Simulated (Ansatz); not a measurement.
Amorphous Ti₂₀O₄₂Ru, 63 atoms at 3.71 g/cm³, one PBE-relaxed geometry, zone centre. Methods: PBE, scalar-relativistic without spin-orbit coupling (Ansatz, a program for electronic structure); r2SCAN, scalar-relativistic without spin-orbit coupling (Ansatz); HSE06, scalar-relativistic without spin-orbit coupling (Ansatz). Plane waves to 420 eV (r2SCAN 500 eV); exact exchange is cut at the cell's faces. In the spin-polarised cell the level spacing at the Fermi energy can part levels of unlike spin. At PBE the levels at both edges of the gap are localised (band-tail or defect states), and the nearest spread-out levels lie 2.7 eV apart at the zone centre.

It comes from a melt-quench run on a machine-learned potential (CHGNet), relaxed afterwards by DFT. O atoms were pushed apart under 1.9 Å during the dynamics, to hinder bonds among them. The hot cell started wider than the set density and was brought back towards it in steps. It is the lowest in DFT energy of 2 quenches. It is a model cell: composition and starting density were chosen by hand, and all elements were melted together. No dispersion term was used. Its density started from a set value of 3.71 and ended at 3.71 g/cm³. The simulated quench (nominally 300 K/ps over its main leg) is rapid and tends to freeze in more defects than a deposited or slowly cooled glass has. A cell of this size samples the disorder only roughly. The volume was held where the preparation left it, at a PBE pressure of -0.4 GPa (tension). Stress components on the final sampling reach 2.3 GPa.

The relaxation ran on the zone centre alone. At PBE the level spacing at the Fermi energy is 0.36 eV on a 2×2×2 Γ-centred mesh, and the spacing at the zone centre alone 0.42 eV.

Problem. What zone-centre spacing does r2SCAN give, roughly?

Solution. 0.87 eV (+0.45 eV against PBE).

Problem. What zone-centre spacing does HSE06 give, roughly?

Solution. 2.40 eV (+1.98 eV against PBE).

The highest filled and the lowest empty state spread over these numbers of atoms (participation numbers): PBE: 2.5 and 2.9; r2SCAN: 2.5 and 2.8; HSE06: 2.6 and 2.8.
